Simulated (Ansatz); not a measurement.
**Response to strain in Cu**

Take Cu in the fcc (Cu type) structure (space group Fm-3m, No. 225; a = 3.564 Å; relaxed with 0.1 eV smearing) as the base.

Strains are applied to the cell and any free atomic positions relax.

Computed with PBEsol/PAW in Ansatz (a program for electronic structure), no SOC.

Candidates:
(a) isotropic strain −2.00 %
(b) isotropic strain +2.00 %
(c) isotropic strain +0.50 %

Notes on the quantities. energy relative to the base: free energy F.

Problem. Order them by energy relative to the base, highest first.

Solution. (a) isotropic strain −2.00 % (+23 meV/atom), (b) isotropic strain +2.00 % (+20 meV/atom), (c) isotropic strain +0.50 % (+1.3 meV/atom)

No phonon test of stability was made. The final runs are not spin-polarised.
